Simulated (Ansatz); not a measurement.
**Ag3AsS3 (C2/c, No. 15, 28 atoms in the cell; start mp-561620; a measured phase of this formula has another space group)**

Level of theory: LDA in Ansatz (PAW).

Numerical settings: plane-wave cutoff 520 eV, 6×6×4 k mesh (along the axes of the cell as run), Fermi–Dirac smearing 0.01 eV, no spin polarisation, scalar-relativistic PAW data made under PBE.

Cell (relaxed with PBEsol):

```xyz
28
Lattice="5.9077 -3.1676 0.0005 5.9077 3.1676 0.0005 -5.7154 0.0000 15.3670" Properties=species:S:1:pos:R:3 pbc="T T T"
Ag     0.1936     0.2816     3.3427
Ag     5.9064    -0.2816    12.0252
Ag     8.7641     0.2816     4.3417
Ag    -2.6640    -0.2816    11.0262
Ag     3.5148     0.3275     2.0555
Ag     2.5853    -0.3275    13.3124
Ag     5.4430     0.3275     5.6289
Ag     0.6571    -0.3275     9.7390
Ag     1.2788    -2.6599    14.4860
Ag     4.8213     2.6599     0.8819
Ag     1.9636    -2.6599     8.5654
Ag     4.1365     2.6599     6.8025
As     7.2013     0.4058     1.0499
As    -1.1012    -0.4058    14.3180
As     1.7564     0.4058     6.6345
As     4.3436    -0.4058     8.7334
S      1.6978    -1.8830     6.2792
S      4.4023     1.8830     9.0887
S      7.2599    -1.8830     1.4052
S     -1.1599     1.8830    13.9627
S      5.7923     1.0023     2.7331
S      0.3078    -1.0023    12.6348
S      3.1654     1.0023     4.9513
S      2.9347    -1.0023    10.4166
S     -0.1988     1.0101     5.6214
S      6.2989    -1.0101     9.7466
S      9.1566     1.0101     2.0631
S     -3.0565    -1.0101    13.3049
```

* **band gap**: 1.33 eV
* **smallest direct gap on the k points sampled**: 1.47 eV

Note: cell and atoms aren't relaxed at this level (pressure -2.6 GPa).

Spin–orbit coupling is not included.

A start named mp-… is a Materials Project structure, which need not be a measured phase.

Ansatz is a quantum-chemistry and plane-wave program.
